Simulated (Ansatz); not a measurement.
# AlB2-type MgB₂: elastic constant C11 by level of theory

No measured value is used here.

```
level (code)     value (GPa)  cell (Å³/atom)
---------------  -----------  --------------
LDA (Ansatz)             455            9.19
PBE (Ansatz)             427            9.62
PBEsol (Ansatz)          [?]            9.48
r²SCAN (Ansatz)          454            9.55
```

Question: Some entries are withheld; supply them.

Answer: 
- PBEsol (Ansatz, a first-principles code), value (GPa): 435

Each level is taken at its own relaxed cell. Cutoffs differ between the levels. Ansatz's density-functional and Hartree–Fock values are scalar-relativistic unless marked +SOC, with PAW data made under PBE.
